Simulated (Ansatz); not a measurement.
**Armchair MoS2 nanoribbon, N = 7, bare edges**

Levels: PBE (plane waves to 420 eV, PAW; Ansatz, a first-principles code); PBE with spin-orbit coupling run with Ansatz; r2SCAN (plane waves to 500 eV, PAW; Ansatz). Unmarked values and the geometry are of the first. Mesh 1×1×6. No spin polarisation, so a magnetic state wasn't tested. Periodic along z alone, with about 11 Å of vacuum beside it. An idealised model, cut from the flat sheet. It keeps the symmetry and period of its start, so it need not be a minimum against all distortions. Values not marked SOC lack spin–orbit coupling. Buckling under compression is shut out by symmetry and the short period.

period along the axis (21 atoms): 5.460 Å
largest distance between nuclei across the axis: 10.21 Å
edge energy against the flat MoS2 sheet, per length of one edge: +0.720 eV/Å
PBE gap: 0.45 eV, indirect, from Γ to k = 0.219 × 2π/c
electron mass along the axis (PBE): 2.6 mₑ
hole mass along the axis (PBE): 0.99 mₑ
PBE+SOC gap at this geometry: 0.45 eV
r2SCAN gap at this geometry: 0.63 eV
axial stiffness dF/dε: 101 nN

```
CELL_PARAMETERS angstrom
     21.00000     0.00000     0.00000
      0.00000    14.50000     0.00000
      0.00000     0.00000     5.46035
ATOMIC_POSITIONS crystal
  S  0.26836 0.39281 0.65817
  Mo 0.28058 0.50000 0.35424
  S  0.26836 0.60719 0.65817
  S  0.34880 0.38988 0.16233
  Mo 0.34435 0.50000 0.84110
  S  0.34880 0.61012 0.16233
  S  0.42254 0.39392 0.66793
  Mo 0.42395 0.50000 0.32814
  S  0.42254 0.60608 0.66793
  S  0.50000 0.39185 0.16646
  Mo 0.50000 0.50000 0.83309
  S  0.50000 0.60815 0.16646
  S  0.57746 0.39392 0.66793
  Mo 0.57605 0.50000 0.32814
  S  0.57746 0.60608 0.66793
  S  0.65120 0.38988 0.16233
  Mo 0.65565 0.50000 0.84110
  S  0.65120 0.61012 0.16233
  S  0.73164 0.39281 0.65817
  Mo 0.71942 0.50000 0.35424
  S  0.73164 0.60719 0.65817
```
